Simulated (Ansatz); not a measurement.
Start from CdSe in the zinc blende structure (space group F-43m, No. 216).

```
CELL_PARAMETERS angstrom
      0.00000     3.09822     3.09822
      3.09822     0.00000     3.09822
      3.09822     3.09822     0.00000
ATOMIC_POSITIONS crystal
  Se 0.75000 0.75000 0.75000
  Cd 0.00000 0.00000 0.00000
```

Cartesian axes are those of the cell as printed.

Computed with DFT with PBE, PAW potentials and a 420 eV plane-wave cutoff in Ansatz (a quantum-chemistry and plane-wave program), no SOC, earlier PAW set.

Modification: an isotropic linear strain of −0.61 %; the atoms relax in the strained cell.

Task: Predict the stress tensor and what it implies for the stiffness.

Result: Stress of the strained cell less that of the base (GPa, compression positive):
```
   0.86    0.00    0.00
   0.00    0.86    0.00
   0.00    0.00    0.86
```

Then B = −ΔP/(ΔV/V₀) with ΔV/V₀ = -0.0182 gives secant stiffness values (nonlinear terms included at this strain): B ≈ 47 GPa.

Whether these cells are dynamically stable was not tested.
